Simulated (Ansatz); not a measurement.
Worked example: self-consistent single point of ZnCu2SnSe4 (Fmm2, 8 atoms in the cell) in Ansatz (a quantum-chemistry and plane-wave program).

Level of theory: LDA (PW92), default PAW files made with PBE (plane waves; Ansatz).

The change in words: lattice scaled by 0.98; kpoints.mp_grid.grid: 4 4 4 → 8 8 8. Reference geometry:
```
CELL_PARAMETERS angstrom
     -2.89326     2.89326     5.78918
      2.89326    -2.89326     5.78918
      2.89326     2.89326    -5.78918
ATOMIC_POSITIONS crystal
  Zn 0.00432 0.00432 0.00000
  Cu 0.75000 0.25000 0.50000
  Cu 0.25000 0.75000 0.50000
  Sn 0.50000 0.50000 0.00000
  Se 0.62386 0.62386 0.51812
  Se 0.37614 0.89426 0.00000
  Se 0.10574 0.10574 0.48188
  Se 0.89426 0.37614 0.00000
```

Reference input (self-consistent single point, DFT, LDA (PW92), plane waves, default PAW files made with PBE): basis.ecutwfc = 30.9 Ry; kpoints.mp_grid.grid = 4 4 4; hamiltonian.xc = lda; hamiltonian.pseudopotentials = {kind: paw} (the program's default PAW files); scf.occupations.method = gaussian; scf.occupations.width = 0.0073 Ry. This run's input differs from it in these lines:

Ansatz 0.2 input:
```diff
@@ -3,5 +3,5 @@
   lattice:
-    - [-2.893264, 2.893264, 5.789182]
-    - [2.893264, -2.893264, 5.789182]
-    - [2.893264, 2.893264, -5.789182]
+    - [-2.835399, 2.835399, 5.673398]
+    - [2.835399, -2.835399, 5.673398]
+    - [2.835399, 2.835399, -5.673398]
   atoms:
@@ -18,3 +18,3 @@
 kpoints:
-  mp_grid: { grid: [4, 4, 4] }
+  mp_grid: { grid: [8, 8, 8] }
 hamiltonian:
```

Output (repeated stretches shortened):

```
SCF iter   1: F=—  HF=-43773.037033 eV  |F-HF|=—  |Δ(HF+E_count)|=         —  Δρ=8.86e-3  dr2=6.56e-2  ethr=1.77e-3  ⟨swp⟩=6.0  Hψ=26781  notcnv=0  defer=63
all-band conjugate gradients solve this SCF's bands
preconditioner: auto → Kerker (q_TF=auto, 2.572 Å⁻¹)
SCF iter   2: F=—  HF=-43773.033064 eV  |F-HF|=—  |Δ(HF+E_count)|=   3.97e-3  Δρ=6.46e-3  dr2=5.83e-2  ethr=5.13e-5  ⟨swp⟩=2.0  Hψ=15123  notcnv=0  defer=612
   [... lines left out ...]
SCF iter   6: F=—  HF=-43773.018828 eV  |F-HF|=—  |Δ(HF+E_count)|=   1.99e-5  Δρ=1.02e-4  dr2=1.59e-5  ethr=6.08e-8  ⟨swp⟩=2.0  Hψ=9965  notcnv=0  defer=176
SCF iter   7: F=—  HF=-43773.018832 eV  |F-HF|=—  |Δ(HF+E_count)|=   3.50e-6  Δρ=2.55e-5  dr2=1.38e-6  ethr=1.24e-8  ⟨swp⟩=1.8  Hψ=8958  notcnv=0  defer=164
SCF iter   8: F=—  HF=-43773.018832 eV  |F-HF|=—  |Δ(HF+E_count)|=   1.38e-7  Δρ=1.16e-5  dr2=2.40e-7  ethr=1.08e-9  ⟨swp⟩=2.8  Hψ=12026  notcnv=0  defer=164
SCF iter   9: F=-43773.018832 eV  HF=-43773.018832 eV  |F-HF|=1.02e-7  |Δ(HF+E_count)|=   3.29e-8  Δρ=7.59e-6  dr2=8.75e-8  ethr=7.81e-11  ⟨swp⟩=9.9  Hψ=34503  notcnv=0
SCF 1 converged in 9 iterations: F = -43773.018832 eV  dr2 = 8.75e-8
Free energy (F): -43773.018832 eV
Internal energy: -43773.017536 eV  (E = F + TS)
E sigma→0 (E₀):  -43773.018184 eV
Entropy (-TS):   -0.001296 eV (-0.162 meV/atom)
Fermi energy:    8.551295 eV
--- Forces (eV/Å), atoms counted from 1 ---
  atom   1  Zn    -0.00000000    -0.00000000    -0.30146250
  atom   2  Cu     0.00000000     0.00000000     0.02289938
  atom   3  Cu     0.00000000     0.00000000     0.02289938
  atom   4  Sn     0.00000000    -0.00000000    -0.09641678
  atom   5  Se     0.12364866     0.12364866    -0.04630075
  atom   6  Se     0.01595359    -0.01595359     0.22234201
  atom   7  Se    -0.12364866    -0.12364866    -0.04630075
  atom   8  Se    -0.01595359     0.01595359     0.22234201
--- Stress (GPa, compression-positive) ---
       -2.554758      -0.218424      -0.000000
       -0.218424      -2.554758       0.000000
       -0.000000       0.000000      -2.537259
  P = ⅓ Tr σ = -2.5489 GPa (-25.489 kbar)
  The stress holds the Pulay correction. Without it, at fixed plane waves, as pw.x and ABINIT print it: P = -2.5953 GPa
```

The run converged in 9 iterations. Against the reference run the free energy drops by 37.7 meV/atom, the pressure goes from -5.66 to -2.55 GPa and the largest force goes from 0.243 to 0.301 eV/Å.

The starting cell comes from a database of computed structures (which also holds hypothetical and non-ambient phases and stackings), without a prior relaxation at this level. Its lattice was rescaled by up to half a per cent. One atom was moved a little off its site on purpose. For this run, on top of that: lattice scaled by 0.98. Spin polarisation is off. Ansatz's pressure includes its estimate of the finite-basis (Pulay) stress. The run gives no clean gap (levels at the Fermi energy touch, overlap or are partly filled at this smearing), which alone does not show that the compound is a metal.

Cost on one core of a shared machine: roughly 2 min.
